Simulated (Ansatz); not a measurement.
Faces of fluorite in 1x1 cells, as slabs relaxed from ideal cuts; for each face the lowest of the symmetric, stoichiometric cuts and spin starts that were computed. The slabs keep the symmetry of their cuts; real faces may buckle, or reconstruct in larger cells. No spin-orbit coupling, no Hubbard U.

Level of theory: PBE (plane waves to 420 eV, PAW; Ansatz, a first-principles code).

```tsv
face	cell area (Å²)	outermost plane spacing of the ideal cut (Å)	γ unrelaxed (J/m²)	γ relaxed (J/m²)	ionisation potential, top face (eV)
(110)	21.47	1.95	0.72	0.59	(withheld)
(111)	13.15	0.80	0.37	(withheld)	8.17
(211)	37.18	1.12	1.22	0.75	(withheld)
```

### Question
Fill in the missing entries.

### Answer

- (110), ionisation potential, top face (eV): 7.35
- (111), γ relaxed (J/m²): 0.37
- (211), ionisation potential, top face (eV): 7.71
